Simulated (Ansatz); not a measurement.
**ZnSiP₂ in the chalcopyrite structure (space group I-42d, No. 122)**

```
CELL_PARAMETERS angstrom
     -2.65320     2.65320     5.18990
      2.65320    -2.65320     5.18990
      2.65320     2.65320    -5.18990
ATOMIC_POSITIONS crystal
  Zn 0.00000 0.00000 0.00000
  Zn 0.75000 0.25000 0.50000
  Si 0.50000 0.50000 0.00000
  Si 0.25000 0.75000 0.50000
  P  0.87500 0.86208 0.48708
  P  0.13792 0.62500 0.01292
  P  0.37500 0.38792 0.51292
  P  0.61208 0.12500 0.98708
```

Method: LDA (Ansatz, a program for electronic structure, PAW, no spin-orbit coupling). Γ-centred 9×9×9 mesh, Fermi–Dirac width 0.05 eV.

The volume per atom is 18.27 Å³ and the density comes out as 3.53 g/cm³. The band gap is 1.11 eV, direct at Γ and the electron mass is 1.5 mₑ along c, 0.24 mₑ across. The hole mass is 0.17 mₑ along c, 0.36 mₑ across and the total energy is -1327.035 eV/atom (σ→0; compares only within this code and set-up).

Masses are band curvatures over ±0.01 Å⁻¹ around the edge. No phonon test of stability was made.
